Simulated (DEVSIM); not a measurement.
System: W/La2O3/p-Ge capacitor, at 300 K.

| layer (left to right) | material | thickness (nm) | Na (cm⁻³) |
|---|---|---|---|
| 1 | La2O3 | 13.0 | - |
| 2 | Ge | 4000 | 2.2e16 |

Metal gate on the left, work function 4.6 eV. Fixed charge at the semiconductor interface -1.5e10 cm⁻² (in units of +e); no interface traps.

The device is made up for the run: typed textbook-type constants, with dimensions and the other settings drawn at random. Values at 300 K.

```csv
parameter,La2O3,Ge
gap (eV),5.8,0.664
affinity (eV),1.8,4
permittivity,27,16
Nc (cm⁻³),-,1.04e19
Nv (cm⁻³),-,6e18
```

Simulated with DEVSIM: 1D Poisson equation in equilibrium, Boltzmann statistics, complete ionisation; no quantum confinement or tunnelling. Metal contacts follow the ideal Schottky-Mott rule: no Fermi-level pinning, no interface dipoles.

The La2O3 thickness was swept, all else fixed.

```
La2O3 thickness (μm)  capacitance of the dielectric stack (μF/cm²)  minimum of the low-frequency capacitance (μF/cm²)  threshold voltage (band bending 2φF) (V)
--------------------  --------------------------------------------  -------------------------------------------------  ----------------------------------------
0.0052                                                        4.60                                              0.103                                      0.45
0.0072                                                        3.32                                              0.102                                      0.46
0.0091                                                        2.63                                              0.100                                      0.46
0.011                                                         2.17                                             0.0990                                      0.47
0.013                                                         1.84                                             0.0980                                      0.47
0.016                                                         1.49                                             0.0966                                      0.48
```

From the first row to the last the capacitance of the dielectric stack goes from 4.60 to 1.49. From the first row to the last the minimum of the low-frequency capacitance goes from 0.103 to 0.0966.
